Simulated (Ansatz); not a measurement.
# Amorphous Si24O51Ga2

A CHGNet melt-quench gave the starting glass, which DFT then relaxed. O atoms were pushed apart under 1.9 Å during the dynamics, to hinder bonds among them. The hot cell started wider than the set density and was brought back towards it in steps. It is the lowest in DFT energy of 2 quenches. It is a model cell: composition and starting density were chosen by hand, and all elements were melted together. No dispersion term was used.

Methods: PBE, scalar-relativistic without spin-orbit coupling (Ansatz, a program for electronic structure); r2SCAN, scalar-relativistic without spin-orbit coupling (Ansatz); HSE06, scalar-relativistic without spin-orbit coupling (Ansatz). Geometry, pressure, stress and energy are those of the PBE run. Its sampling: a 2×2×2 Γ-centred mesh; Fermi-Dirac width 0.02 eV; no spin polarisation. Other functionals are single points at the zone centre (r2SCAN at 500 eV; exact exchange cut at the cell's faces), free to take moments where seeds were set. At PBE the levels at the filled edge of the gap are localised (band-tail or defect states).

- Number of atoms in the cell: 77
- Density (held, not predicted): 2.36 g/cm³
- Volume per atom: 14.91 Å³
- Pressure on a 2×2×2 Γ-centred mesh: -0.65 GPa
- Largest force and stress component on that mesh (the relaxation ran on the zone centre alone): 0.03 eV/Å and 1.5 GPa
- Energy relative to alpha cristobalite + beta Ga2O3 (lowest mix at this level among the phases computed, not always the ambient ones): 0.113 eV/atom
- Level gap on a 2×2×2 Γ-centred mesh (PBE): 4.26 eV
- Level gap at the zone centre (PBE): 4.26 eV
- Level gap at the zone centre (r2SCAN): 4.87 eV
- Level gap at the zone centre (HSE06): 6.09 eV

Bonds are counted up to Si-Si 2.60 Å, Si-O 1.90 Å, Si-Ga 2.56 Å, O-O 1.58 Å, O-Ga 2.26 Å, Ga-Ga 2.68 Å. Two cations that share two anions don't count as bonded, nor two that share one unless they lie closer than Si-Si 2.38 Å, Si-Ga 2.49 Å, Ga-Ga 2.61 Å.

| Property | Value |
|---|---|
| Mean coordination of Si by anions | 4.00 (24 with 4) |
| Mean coordination of O | 2.04 (49 with 2, 2 with 3) |
| Mean coordination of Ga by anions | 4.00 (2 with 4) |
| Mean Si-O bond | 1.639 Å (spread 0.021 Å, 96 counted) |
| Mean O-Ga bond | 1.909 Å (spread 0.126 Å, 8 counted) |

Its density started from a set value of 2.36 g/cm³. The quench (nominally 400 K/ps over its main leg) was far faster than any real one, so the model tends to hold more defects than a real film. Values belong to this one cell and scatter from quench to quench. The volume was held where the preparation left it, at a PBE pressure of -0.6 GPa (tension). Stress components on the final sampling reach 1.5 GPa.
